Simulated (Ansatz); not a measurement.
Results of r²SCAN+rVV10 (Ansatz, an electronic-structure program, plane waves, PAW) for Be(OH)2 (P2₁2₁2₁, No. 19).

Settings: plane-wave cutoff 500 eV, 10×10×6 k mesh (along the axes of the cell as run), Fermi–Dirac smearing 0.05 eV, scalar-relativistic PAW data made under PBE.

Cell (relaxed at this level):

```xyz
20
Lattice="4.4722 0.0000 0.0000 0.0000 4.6029 0.0000 0.0000 0.0000 6.9429" Properties=species:S:1:pos:R:3 pbc="T T T"
Be     4.3087     0.9203     6.0634
Be     2.3997     3.6827     2.5920
Be     2.0726     1.3812     0.8795
Be     0.1635     3.2217     4.3509
H      3.2608     2.7568     6.4588
H      3.4475     1.8461     2.9874
H      1.0247     4.1476     0.4841
H      1.2114     0.4553     3.9555
H      2.8585     4.2520     4.9748
H      3.8499     0.3509     1.5033
H      0.6224     2.6524     1.9681
H      1.6137     1.9506     5.4396
O      3.6555     2.7892     3.1213
O      3.0529     1.8137     6.5927
O      1.4193     4.1152     3.8216
O      0.8168     0.4877     0.3502
O      3.7518     4.1753     5.3620
O      2.9566     0.4277     1.8906
O      1.5156     2.7291     1.5808
O      0.7205     1.8738     5.0523
```

Give the computed band gap.


* **band gap**: 6.16 eV (on the SCF k mesh)

Note: the relaxation could not lower the start's symmetry, so the cell can be a saddle point above a distorted one.

The computed numbers hold no vibrational or temperature effects.
